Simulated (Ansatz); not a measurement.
Ta under load (space group Im-3m), PBEsol, DFPT electron-phonon coupling, linearised Boltzmann equation (Ansatz, a quantum-chemistry and plane-wave program). Condition of this run: hydrostatic pressure -4 GPa (the target of the relaxation). Phonon-limited resistivity 13.6 μΩ·cm at 300 K, 18.4 μΩ·cm at 400 K, current-weighted mean free path 3.5 nm, Drude plasma energy 8.86 eV.

What Drude relaxation time do resistivity and plasma energy imply?

ω_p = 1.35e16 s⁻¹, so τ = 1/(ε₀ ω_p² ρ) = 4.58 fs, a damping ħ/τ of 144 meV.

Estimate the resistivity of a 80 nm square wire with diffuse walls from ρ ≈ ρ₀(1 + 3ℓ/4d).

1 + 0.75 × 3.5/80 = 1.03, so ρ ≈ 14.0 μΩ·cm and a line 1 μm long has 21.9 Ω. The formula is the free-electron limit for d well above ℓ; grain boundaries add to it.

Estimate the electronic thermal conductivity at 300 K by the Wiedemann-Franz law (L₀ = 2.44×10⁻⁸ W·Ω/K²).

L₀T/ρ = 2.44×10⁻⁸ × 300/(13.6×10⁻⁸) = 53.8 W/(m·K). Inelastic scattering puts the true Lorenz number somewhat under L₀ near and below the Debye temperature.

A metal at this level (no band gap). Only scattering by harmonic phonons is included (no impurities, grain boundaries, electron-electron scattering or thermal expansion). Spin-orbit coupling is left out, which matters with elements this heavy. The run warned that the eigensolver left some states short of its tolerance. Halving the electron mesh (36x36x36) moves the resistivity by up to 1 % at 300 K, the mean free path by up to 1 %. Smearing 0.20 eV; phonons on a 6x6x6 q mesh, which this run doesn't test.
